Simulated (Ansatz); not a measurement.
Take Ge in the diamond structure (space group Fd-3m, No. 227; a = 5.674 Å) as the base. Axes: x, y, z lie along the cube axes.

All numbers come from Kohn–Sham DFT with the r2SCAN functional, run in Ansatz (an electronic-structure program) with PAW and 500 eV plane waves, no spin-orbit coupling.

Strains are applied to the cell and any free atomic positions relax; under biaxial strain the out-of-plane vector relaxes too.

One change was made to it. Results:

The band gap rises by 0.01 eV, from 0.36 eV to 0.37 eV; the energy rises by 7.5 meV/atom.

Question: Name the change that was made.
A) biaxial strain −1.25 %, plane normal [111], relaxed out of plane
B) biaxial strain −0.42 %, plane normal [111], relaxed out of plane
C) biaxial strain −1.67 %, plane normal [111], relaxed out of plane
D) biaxial strain −2.50 %, plane normal [111], relaxed out of plane
E) biaxial strain −2.08 %, plane normal [111], relaxed out of plane

Answer: C, biaxial strain −1.67 %, plane normal [111], relaxed out of plane. For comparison, the energy relative to the base in the other runs: biaxial strain −1.25 %, plane normal [111], relaxed out of plane gives +4.1 meV/atom; biaxial strain −2.50 %, plane normal [111], relaxed out of plane gives +17 meV/atom; biaxial strain −2.08 %, plane normal [111], relaxed out of plane gives +12 meV/atom; biaxial strain −0.42 %, plane normal [111], relaxed out of plane gives +0.5 meV/atom.

Whether these cells are dynamically stable was not tested.
